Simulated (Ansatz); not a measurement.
**Hypothetical CdI2 type CeO2: response to strain**

The reference is CeO$_{2}$ in the CdI2 type structure (space group P-3m1, No. 164; a = 3.567 Å, c = 4.334 Å; a hypothetical phase, not in the database extracts checked).

Strains are applied to the cell and any free atomic positions relax.

Level of theory: PBEsol-D3(BJ) in Ansatz (plane waves to 420 eV, PAW, spin-orbit coupling left out).

Notes on the quantities. energy relative to the base: free energy F.

```tsv
isotropic strain (%)	energy relative to the base (meV/atom)
-4.6	106.4
-0.63	1.8
-0.33	?
0	0.0
5.39	111.1
```

Question: Fit ΔE = Aε² + Bε³ (ε in %) to the rows shown and predict the withheld row.

Answer: Least squares on the printed values gives A = 4.47 and B = -0.12 meV/atom (largest residual 0.0 meV/atom); this predicts 0.5 meV/atom, and the run gives 0.5 meV/atom, in agreement.

Whether these cells are dynamically stable was not tested. Starting moments died away, wholly or in part, for the base; another magnetic solution may exist. All final runs are without spin polarisation.

Ansatz is a first-principles code.
